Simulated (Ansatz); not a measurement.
An Ansatz (an electronic-structure program) input (PBEsol/PAW in Ansatz, scalar-relativistic without spin-orbit coupling):

Ansatz 0.2 input:
```yaml
crystal:
  lattice:
    - [2.5495973932, 0, 0]
    - [0, 3.605675212, 0]
    - [0, 0, 15]
  atoms:
    - { symbol: N, position: [0.75, 0.5, 0.5] }
    - { symbol: B, position: [0.25, 0.25, 0.5] }
basis: { ecutwfc: 420, ecutrho_ratio: 4, xc_grid: 2, fft_grid_basis: typed }
kpoints: { mp_grid: { grid: [13, 9, 1] } }
hamiltonian:
  xc: pbesol
  dispersion: none
  pseudopotentials: { kind: paw }
scf: { occupations: { method: fermi_dirac, width: 0.05 }, convergence: { dr2_threshold: 0.0000000002 } }
relax: { f_tol: 0.01, max_steps: 50 }
output: { forces: true, stress: true }
checkpoint: { write: state.ck, write_every: 1000 }
```

### Question
Which symmetry and how many k-points will the program report, and about how many plane waves at Γ?

### Answer
Space group Pmm2 (ITA 25) with 4 operations, k-points 35 of 117, and 2695 plane waves at Γ.

Stability against distortions was not tested. The cell was made from BN in the zinc blende structure (space group F-43m, No. 216) by this change: a free-standing slab of 1 layer (2 atoms, 2 a layer) is cut normal to [110], with 15 Å of vacuum and the in-plane cell held at bulk.
